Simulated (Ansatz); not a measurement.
BC5 (model structure, P3m1, No. 156, 6 atoms in the cell) was calculated with PBE in Ansatz (plane waves, PAW).

Numerical settings: plane-wave cutoff 520 eV, 24×24×10 k mesh (along the axes of the cell as run), Fermi–Dirac smearing 0.05 eV, scalar-relativistic PAW data made under PBE.

Cell (relaxed at this level):

```yaml
crystal:
  lattice:
    - [2.55142, 0.00000, 0.00000]
    - [-1.27571, 2.20960, 0.00000]
    - [0.00000, 0.00000, 6.39160]
  atoms:
    - { symbol: B, position: [0.00000, 0.00000, 0.00361] }
    - { symbol: C, position: [0.33333, 0.66667, 0.11112] }
    - { symbol: C, position: [0.33333, 0.66667, 0.34610] }
    - { symbol: C, position: [0.66667, 0.33333, 0.42886] }
    - { symbol: C, position: [0.66667, 0.33333, 0.67181] }
    - { symbol: C, position: [0.00000, 0.00000, 0.75079] }
```

Q: Give the computed bulk modulus B0.

A: 
* **bulk modulus B0**: 376 GPa

The run finds no gap.

Note: the bulk modulus is −V dP/dV from two relaxed cells at ±2 % in volume; the relaxation could raise the start's symmetry but not lower it, so the cell can be a saddle point.

The computed numbers hold no vibrational or temperature effects.

The result took around 3 core-minutes (rough).

A model structure was made by putting elements into a prototype or built by hand; it is no filed structure, need not be a known phase, and can be a saddle point held by its symmetry.

Ansatz is a first-principles code.
